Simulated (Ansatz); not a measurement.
The parent structure is YN in the rock salt structure (space group Fm-3m, No. 225; a = 4.856 Å).

Computed with PBEsol/PAW in Ansatz (a quantum-chemistry and plane-wave program), no spin-orbit coupling.

Base values:

```
Property              Result
-------------------  -------
Band gap             0.08 eV
Lattice parameter a  4.856 Å
```

Now apply this change: a hydrostatic pressure of 100 GPa.

Task: Estimate the effect on the band gap.

Result: The band gap changes from 0.08 eV to zero.

Task: What happens to the lattice parameter a?

Result: The lattice parameter a falls by 0.476 Å to 4.380 Å.

The mesh was chosen for an insulator and is coarse for the gapless case. Load acts through the strain it causes; cell and atoms are relaxed under it. No phonon test of stability was made. Competing high-pressure phases were not computed. The final runs are not spin-polarised. A zero or small gap of YN can be the functional's error rather than a property of the material.
